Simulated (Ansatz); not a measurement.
For TiB2 (P6/mmm, relaxed from the AlB2 type) at 850 K, the quasi-harmonic free energy with PBEsol density-functional theory in Ansatz (plane waves, PAW) gives a volume expansion coefficient α_V = 19.24 × 10⁻⁶ K⁻¹, an isothermal bulk modulus B_T = 300.9 GPa, a molar volume V_m = 14.635 cm³/mol and C_V = 69.07 J/(mol K). The pressure is 15 GPa. The structure is held there; whether it is the stable one at that pressure was not tested.

Task: Work out the Grüneisen parameter, C_P and the adiabatic bulk modulus.

Result: γ = α_V B_T V_m / C_V = 1.23. C_P − C_V = α_V² B_T V_m T = 1.39 J/(mol K), so C_P = 70.46 J/(mol K). B_S = B_T C_P/C_V = B_T (1 + α_V γ T) = 307.0 GPa.

The PAW data sets were generated under PBE and serve the other functionals too.

Ansatz is an electronic-structure program.
